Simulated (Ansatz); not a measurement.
Consider GaP in the zinc blende structure (space group F-43m, No. 216).

```
GaP
1.0
    0.00000     2.72569     2.72569
    2.72569     0.00000     2.72569
    2.72569     2.72569     0.00000
P Ga
1 1
Direct
  0.75000   0.75000   0.75000
  0.00000   0.00000   0.00000
```

Cartesian axes are those of the cell as printed.

The values are results of Ansatz (a quantum-chemistry and plane-wave program), r2SCAN, PAW, cutoff 500 eV, spin-orbit coupling left out, not measurements.

Base values:

```
Property    Result
--------  --------
Band gap   1.85 eV
Pressure  0.00 GPa
```

It is then changed as follows: the symmetric strain tensor [0.0059 0.0065 -0.0054; 0.0065 0.0145 0.0019; -0.0054 0.0019 0.0092]; the atoms relax in the strained cell.

**Question.** Predict the new band gap and pressure.

**Answer.** The band gap falls by 0.113 eV, from 1.85 eV to 1.73 eV; the pressure (mean of the normal stresses, compression positive) goes from zero to -2.41 GPa.

No phonon test of stability was made.
